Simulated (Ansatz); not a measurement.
Consider the following.

End structure of a constructed model of the (110) surface of bcc Ta, a pseudomorphic layer of Zr in the host's stacking (bottom of the slab: a bare face, its two planes held):

```xyz
7
Lattice="2.8744 0.0000 0.0000 -0.9581 2.7100 0.0000 0.0000 0.0000 31.0000" Properties=species:S:1:pos:R:3 pbc="T T T"
Ta     0.9581     1.3550     8.0523
Ta     0.0000     0.0000    10.3992
Ta     0.9581     1.3550    12.7340
Ta     0.0000     0.0000    15.0870
Ta     0.9581     1.3550    17.4399
Ta     0.0000     0.0000    19.7759
Zr     0.9581     1.3550    22.2138
```

Model: 7-atom slab, 14.9 Å thick at the start, 14x14x1 mesh, Fermi-Dirac 0.1 eV, dipole correction, single point; on the structure that PBE left under its start's symmetry; no spin, no spin-orbit, no U. It is one candidate, not shown to be the stable structure of the face.

Q: What work function of the top face does r2SCAN, at the PBE geometry in Ansatz (a program for electronic structure) give?

A: 4.40 eV
